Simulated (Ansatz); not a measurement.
Seebeck coefficient (μV/K, mean over directions) of p-type Si3N4 (P6_3/m) against carrier density, PBEsol, rigid bands run with Ansatz (a first-principles code). Computed gap 4.19 eV; densities at which minority carriers matter at this gap, or further valleys turn the trend, are left out. Conductivity mass 1.09 mₑ (harmonic mean over directions), N_v = 6.0e19 cm⁻³ at 300 K.

```csv
hole density,300 K,500 K
1e16 cm⁻³,960,1032
1e17 cm⁻³,762,834
1e18 cm⁻³,564,635
3e18 cm⁻³,469,541
1e19 cm⁻³,…,437
3e19 cm⁻³,275,344
1e20 cm⁻³,180,246
3e20 cm⁻³,…,…
1e21 cm⁻³,56,101
```

### Question
Complete the blanks.

### Answer

- 1e19 cm⁻³, 300 K: 367
- 3e20 cm⁻³, 300 K: 107
- 3e20 cm⁻³, 500 K: 164

Rigid bands with a gap fixed in temperature, one relaxation time for all states, no polarons or phonon drag, and whether or not such doping can be reached. Spin-orbit coupling is left out; where it splits the top of the valence band, N_v and the p-type Seebeck coefficient come out somewhat high without it.
